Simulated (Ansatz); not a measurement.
**PBE against PBEsol: hypothetical diamond Te**

Consider Te in the diamond structure (space group Fd-3m, No. 227; a = 7.185 Å; a hypothetical phase, not in the database extracts checked).

(Cell as relaxed with PBE.)

Levels (all Ansatz, a quantum-chemistry and plane-wave program, PAW): PBE (420 eV, scalar-relativistic without spin-orbit coupling); PBEsol (420 eV, scalar-relativistic without spin-orbit coupling).

Each level relaxes its own structure.

```csv
quantity,PBE,PBEsol
volume per atom,46.37 Å³,44.00 Å³
lattice parameter a,7.185 Å,7.061 Å
band gap,zero,zero
```

PBE's volume per atom lies 2.37 Å³ above PBEsol's (5.4 %); PBE's lattice parameter a lies 0.1247 Å above PBEsol's (1.8 %); the two agree on the band gap. Neither level is exact; PBEsol is the comparison here, not a measurement.

Stability against distortions was not tested.
